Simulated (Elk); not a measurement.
**Elk run on LaS (Fm-3m, 2 atoms in the cell): self-consistent single point**

Level of theory: PBEsol, all-electron FP-LAPW, Elk's shipped species files, APW+lo basis with extra local orbitals in Elk.

Input as run:

```
tasks
  0

xctype
  22

rgkmax
  8.0

gmaxvr
  16.0

nxlo
  2

lorbcnd
  .true.

lmaxi
  3

swidth
  0.00367493

maxscl
  100

scale
  1.889726125

avec
    0.0000000000    2.9416000000    2.9416000000
    2.9416000000    0.0000000000    2.9416000000
    2.9416000000    2.9416000000    0.0000000000

atoms
  2
  'La.in'
  1
  0.0000000000  0.0000000000  0.0000000000    0.0 0.0 0.0
  'S.in'
  1
  0.5000000000  0.5000000000  0.5000000000    0.0 0.0 0.0

ngridk
  7 7 7
```

Output, abridged:

```
│ Elk code version 10.2.4 │

All units are atomic (Hartree, Bohr, etc.)

│ Ground-state run starting from atomic densities │

Lattice vectors :
   0.000000000       5.558818369       5.558818369
   5.558818369       0.000000000       5.558818369
   5.558818369       5.558818369       0.000000000

Unit cell volume      :    343.5401078
Brillouin zone volume :   0.7220414962

Muffin-tin inner radius fraction :   0.1000000000E-01

Nuclei treated as point charges

Species :    1 (La)
 parameters loaded from : La.in
 name : lanthanum
 nuclear charge    :   -57.00000000
 electronic charge :    57.00000000
 atomic mass :    253209.2364
 muffin-tin radius :    2.800000000
 number of radial points in muffin-tin :    697
 atomic positions (lattice), magnetic fields (Cartesian) :
   1 :   0.00000000  0.00000000  0.00000000    0.00000000  0.00000000  0.00000000

Species :    2 (S)
 parameters loaded from : S.in
 name : sulphur
 nuclear charge    :   -16.00000000
 electronic charge :    16.00000000
 atomic mass :    58450.91926
 muffin-tin radius :    2.200000000
 number of radial points in muffin-tin :    397
 atomic positions (lattice), magnetic fields (Cartesian) :
   1 :   0.50000000  0.50000000  0.50000000    0.00000000  0.00000000  0.00000000

Total number of atoms per unit cell :    2

Spin treatment :
 spin-unpolarised

Number of Bravais lattice symmetries :   48
Number of crystal symmetries         :   48
Crystal has inversion symmetry
Real symmetric eigensolver will be used

k-point grid :      7     7     7
k-point offset :    0.000000000       0.000000000       0.000000000
k-point set is reduced with full crystal symmetry group
Total number of k-points :       20

Muffin-tin radius times maximum |G+k| :    8.000000000
 using average radius
Maximum |G+k| for APW functions       :    3.200000000
Maximum (1/2)|G+k|²                   :    5.120000000
Maximum |G| for potential and density :    16.00000000
 potential will be trimmed for |G| > 2 gkmax
Constant for pseudocharge density :   11
Radial integration step length :    4

G-vector grid sizes :     42    42    42
Number of G-vectors :    23589

Maximum angular momentum used for
 APW functions                      :    8
 outer part of muffin-tin           :    6
 inner part of muffin-tin           :    3

Total nuclear charge    :   -73.00000000
Total core charge       :    56.00000000
Total valence charge    :    17.00000000
Total excess charge     :    0.000000000
Total electronic charge :    73.00000000

Effective Wigner radius, rₛ :    1.039573801

Number of empty states         :    8
Total number of valence states :   17
Total number of core states    :   56

Conduction state local-orbitals added automatically
Total number of local-orbitals :  144

Exchange-correlation functional :     22     0     0
 PBEsol, Phys. Rev. Lett. 100, 136406 (2008)
 gradient requirement :    1
 generalised gradient approximation (GGA)

Smearing type :    3
 Fermi-Dirac
Smearing width :   0.3674930000E-02
Effective electronic temperature (K) :    1160.451112

Mixing type :    3
 Broyden mixing, J. Phys. A: Math. Gen. 17, L317 (1984)

Kohn-Sham potential initialised from atomic data

│ Self-consistent loop started │
│ Loop number : 1 │
 total energy                :     -8904.23889407
│ Loop number : 2 │
 total energy                :     -8904.17194300
RMS change in Kohn-Sham potential (target) :   0.2610374328     (  0.1000000000E-05)
Absolute change in total energy (target)   :   0.6695107023E-01 (  0.1000000000E-03)
│ Loop number : 3 │
 total energy                :     -8902.68575702
RMS change in Kohn-Sham potential (target) :   0.2304060425     (  0.1000000000E-05)
Absolute change in total energy (target)   :    1.502923752     (  0.1000000000E-03)
│ Loop number : 4 │
 total energy                :     -8897.12415133
RMS change in Kohn-Sham potential (target) :   0.9718692137E-01 (  0.1000000000E-05)
Absolute change in total energy (target)   :    5.937336628     (  0.1000000000E-03)
│ Loop number : 5 │
 total energy                :     -8894.37125762
RMS change in Kohn-Sham potential (target) :   0.2944564554E-01 (  0.1000000000E-05)
Absolute change in total energy (target)   :    4.237227864     (  0.1000000000E-03)
│ Loop number : 6 │
 total energy                :     -8893.45595593
RMS change in Kohn-Sham potential (target) :   0.6736136182E-02 (  0.1000000000E-05)
Absolute change in total energy (target)   :    1.974608653     (  0.1000000000E-03)
│ Loop number : 7 │
 total energy                :     -8893.19426624
RMS change in Kohn-Sham potential (target) :   0.3671423946E-03 (  0.1000000000E-05)
Absolute change in total energy (target)   :   0.7553418573     (  0.1000000000E-03)
│ Loop number : 8 │
 total energy                :     -8893.19718535
RMS change in Kohn-Sham potential (target) :   0.1629906236E-03 (  0.1000000000E-05)
Absolute change in total energy (target)   :   0.1859163563     (  0.1000000000E-03)
│ Loop number : 9 │
 total energy                :     -8893.19585452
RMS change in Kohn-Sham potential (target) :   0.6861070367E-04 (  0.1000000000E-05)
Absolute change in total energy (target)   :   0.4780991475E-01 (  0.1000000000E-03)
│ Loop number : 10 │
 total energy                :     -8893.19514663
RMS change in Kohn-Sham potential (target) :   0.2026837407E-04 (  0.1000000000E-05)
Absolute change in total energy (target)   :   0.1266036747E-01 (  0.1000000000E-03)
│ Loop number : 11 │
 total energy                :     -8893.19499428
RMS change in Kohn-Sham potential (target) :   0.4421854689E-05 (  0.1000000000E-05)
Absolute change in total energy (target)   :   0.3317441484E-02 (  0.1000000000E-03)
│ Loop number : 12 │
 total energy                :     -8893.19507360
RMS change in Kohn-Sham potential (target) :   0.7016773886E-06 (  0.1000000000E-05)
Absolute change in total energy (target)   :   0.7500440643E-03 (  0.1000000000E-03)
│ Loop number : 13 │
 total energy                :     -8893.19504945
RMS change in Kohn-Sham potential (target) :   0.2971482485E-06 (  0.1000000000E-05)
Absolute change in total energy (target)   :   0.2116566575E-03 (  0.1000000000E-03)
│ Loop number : 14 │
 total energy                :     -8893.19504626
RMS change in Kohn-Sham potential (target) :   0.5365457594E-07 (  0.1000000000E-05)
Absolute change in total energy (target)   :   0.5610929838E-04 (  0.1000000000E-03)
Convergence targets achieved

│ Loop number : 15 │

Energies :
 Fermi                       :     0.344832259887
 sum of eigenvalues          :     -5460.06382440
 electron kinetic            :      9489.50143246
 core electron kinetic       :      9421.44076389
 Coulomb                     :     -18156.7192238
 Coulomb potential           :     -14652.6394414
 nuclear-nuclear             :     -686.467812831
 electron-nuclear            :     -20287.8633806
 Hartree                     :      2817.61196961
 Madelung                    :     -10830.3995031
 xc potential                :     -296.925815496
 exchange                    :     -221.728029537
 correlation                 :     -4.24766828315
 electron entropic           :    -0.155583442859E-02
 total energy                :     -8893.19504499

Density of states at Fermi energy :    35.02993219
 (states/Hartree/unit cell)

Estimated indirect band gap :   0.7372272665E-02
 from k-point     13 to k-point     10
Estimated direct band gap   :   0.4630497797E-01
 at k-point      5

Charges :
 core                        :    56.00000000
 valence                     :    17.00000000
 interstitial                :    3.818192677
 muffin-tins (core leakage)
  species :    1 (La)
   atom    1                 :    54.62010755     (  0.2276822206E-03)
  species :    2 (S)
   atom    1                 :    14.56169978     (  0.7071855518E-04)
 total in muffin-tins        :    69.18180732
 total calculated charge     :    72.99856793
 total charge                :    73.00000000
 error                       :   0.1432070436E-02

│ Self-consistent loop stopped │
```

The run converged in 15 iterations. The count includes the last loop, which Elk runs after its targets are met.

The starting cell comes from a database of computed structures (which also holds hypothetical and non-ambient phases and stackings), without a prior relaxation at this level. Values depend on the basis (sphere radii, cutoffs, local orbitals), which need not be converged. The log's line on a gap gives a spacing of levels on this mesh, which the program prints for metals too.
